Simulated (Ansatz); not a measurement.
The parent structure is Zr in the hcp (Mg type) structure (space group P6_3/mmc, No. 194; relaxed with 0.1 eV smearing).

```
Zr
1.0
    3.18249     0.00000     0.00000
   -1.59125     2.75612     0.00000
    0.00000     0.00000     5.12352
Zr
2
Direct
  0.66667   0.33333   0.75000
  0.33333   0.66667   0.25000
```

Cartesian axes are those of the cell as printed.

Calculations: PBEsol in Ansatz (plane waves to 420 eV, PAW, without spin-orbit coupling).

Strains are applied to the cell and any free atomic positions relax.

One change was made to it. Results:

| quantity | base | after |
|---|---|---|
| energy relative to the base (free energy F) | 0 meV/atom | +6.0 meV/atom |
| largest internal atomic displacement | – | 0.047 Å |
| pressure (mean of the normal stresses, compression positive) | 0.0 GPa | 2.4 GPa |

Which change produced these results?
(A) uniaxial strain ε_xx = +2.00 %
(B) uniaxial strain ε_xx = −2.50 %
(C) uniaxial strain ε_xx = −2.00 %

B, uniaxial strain ε_xx = −2.50 %. For comparison, the energy relative to the base in the other runs: uniaxial strain ε_xx = +2.00 % gives +3.7 meV/atom; uniaxial strain ε_xx = −2.00 % gives +3.8 meV/atom.

Stability against distortions was not tested. The final runs are not spin-polarised.

Ansatz is an electronic-structure program.
